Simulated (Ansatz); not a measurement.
Consider PbTe in the zinc blende structure (space group F-43m, No. 216; a = 7.336 Å; a hypothetical phase, not in the database extracts checked).

Method: Ansatz (a program for electronic structure), PBE, PAW, cutoff 420 eV, no spin-orbit coupling, earlier PAW set.

One change was made to it. Results:

The band gap goes from 0.64 eV to zero; the lattice parameter a shrinks by 1.2805 Å to 6.055 Å.

Question: Which of these changes matches the shifts?
A. pressure 18 GPa
B. pressure −1 GPa
C. pressure 1.8 GPa
D. pressure 45 GPa

Answer: D, pressure 45 GPa. For comparison, the lattice parameter a in the other runs: pressure 1.8 GPa gives 7.180 Å; pressure 18 GPa gives 6.514 Å; pressure −1 GPa gives 7.446 Å.

The mesh was chosen for an insulator and is coarse for the gapless case. With Pb and Te present, leaving out spin-orbit coupling can change the band edges. Load acts through the strain it causes; cell and atoms are relaxed under it. No phonon test of stability was made. No other phases were tried under pressure. The final runs are not spin-polarised. The zero or small gap of PbTe under pressure 18 GPa can change with the level of theory.
